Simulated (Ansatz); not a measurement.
The starting structures come from a database of crystals and need not be the phases stable at ambient conditions.

The decay constant κ of evanescent states in the gap governs leakage through a thin film.

Data:

```yaml
crystal:
  lattice:
    - [6.09303, 0.00000, 0.00000]
    - [0.00000, 6.20939, 0.00000]
    - [0.00000, 2.45797, 5.69315]
  atoms:
    - { symbol: Fe, position: [0.00859, 0.70219, 0.29042] }
    - { symbol: Fe, position: [0.99141, 0.29781, 0.70958] }
    - { symbol: Fe, position: [0.50859, 0.79781, 0.70958] }
    - { symbol: Fe, position: [0.49141, 0.20219, 0.29042] }
    - { symbol: Sb, position: [0.63790, 0.62502, 0.14317] }
    - { symbol: Sb, position: [0.36210, 0.37498, 0.85683] }
    - { symbol: Sb, position: [0.13790, 0.87498, 0.85683] }
    - { symbol: Sb, position: [0.86210, 0.12502, 0.14317] }
    - { symbol: Se, position: [0.36171, 0.82806, 0.35376] }
    - { symbol: Se, position: [0.63829, 0.17194, 0.64624] }
    - { symbol: Se, position: [0.86171, 0.67194, 0.64624] }
    - { symbol: Se, position: [0.13829, 0.32806, 0.35376] }
```

Space group of this cell: P2_1/c. The cell is taken as given.

Transport runs along the normal of the first two printed cell vectors.

No gap correction and no spin-orbit coupling; mid-gap values are interpolated between computed energies.

**Question.** State the band gap and the smallest decay constant κ at mid-gap according to r2SCAN in Ansatz (a quantum-chemistry and plane-wave program).

**Answer.** Gap 0.73 eV on a 6×6×6 mesh; κ = 0.200 1/Å, at (0.000, 0.333) of the in-plane reciprocal vectors. At the zone centre, at the nearest computed energy, the slowest state has κ = 0.26 1/Å.
